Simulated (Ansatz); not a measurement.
Base system: Rb in the bcc (W type) structure (space group Im-3m, No. 229; a = 5.575 Å).

Structures relaxed with plane-wave PAW DFT at the PBEsol level (Ansatz, a quantum-chemistry and plane-wave program, 420 eV), scalar-relativistic without spin-orbit coupling.

Base:

Simulated powder pattern, Mo Kα, λ = 0.71073 Å (kinematic, ideal powder, no thermal factors, no anomalous dispersion; the 10 strongest lines at most, above 2 %, up to 2θ = 40°):

```tsv
2θ (°)	I/Imax (%)	hkl
10.34	100	(110)
14.65	21	(200)
17.97	49	(211)
20.77	16	(220)
23.26	24	(310)
27.60	28	(321)
31.38	14	(330)
33.13	8.0	(420)
34.79	6.9	(332)
37.93	16	(510)
```

After one change:

Simulated powder pattern, Mo Kα, λ = 0.71073 Å (kinematic, ideal powder, no thermal factors, no anomalous dispersion; the 10 strongest lines at most, above 2 %, up to 2θ = 40°):

```
2θ (°)  I/Imax (%)
------  ----------
10.79          100
11.23           22
13.04           32
17.24           29
18.48           13
19.26           20
21.45           33
21.68           15
26.82           15
31.58          9.9
```

Q: Which change produced these results?
(A) x(Sr) = 0.75, 4 atoms, P4/mmm (arrangement A)
(B) x(Sr) = 0.333, 3 atoms, I4/mmm
(C) x(Sr) = 0.5, 4 atoms, Cmme
(D) x(Sr) = 0.75, 4 atoms, P4/mmm (arrangement B)

A: B, x(Sr) = 0.333, 3 atoms, I4/mmm. Its volume per atom is 71.15 Å³ against 86.64 Å³, and its space group is I4/mmm (No. 139).

These are small ordered cells, not random alloys; other orderings at the same x differ. Stability against distortions was not tested. The final runs are not spin-polarised. An odd electron count without spin: RbSr3. Under x(Sr) = 0.333, 3 atoms, I4/mmm and x(Sr) = 0.75, 4 atoms, P4/mmm the cell changed shape so far that it is another structure.
